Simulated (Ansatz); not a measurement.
NbIr (model structure, Pmma, No. 51, 4 atoms in the cell), treated with LDA in Ansatz (plane waves, PAW).

Numerical settings: plane-wave cutoff 520 eV, 12×18×12 k mesh (along the axes of the cell as run), Fermi–Dirac smearing 0.05 eV, no spin polarisation, scalar-relativistic PAW data made under PBE.

Cell (relaxed at this level):

```xyz
4
Lattice="4.5314 0.0000 0.0000 0.0000 2.7977 0.0000 0.0000 0.0000 4.8501" Properties=species:S:1:pos:R:3 pbc="T T T"
Ir     1.1328     0.0000     3.9490
Ir     3.3985     0.0000     0.9011
Nb     1.1328     1.3989     1.4989
Nb     3.3985     1.3989     3.3512
```

Estimate the bulk modulus that the calculation returns.


- bulk modulus: 287 GPa

Note: the run has no spin polarisation, so it can have missed a magnetic state; the bulk modulus is −V dP/dV from two relaxed cells at ±2 % in volume; the relaxation could raise the start's symmetry but not lower it, so the cell can be a saddle point.

Spin–orbit coupling is not included.

Computed values are for the static lattice.

A model structure was made by putting elements into a prototype or built by hand; it is no filed structure, need not be a known phase, and can be a saddle point held by its symmetry.

Ansatz is a first-principles code.
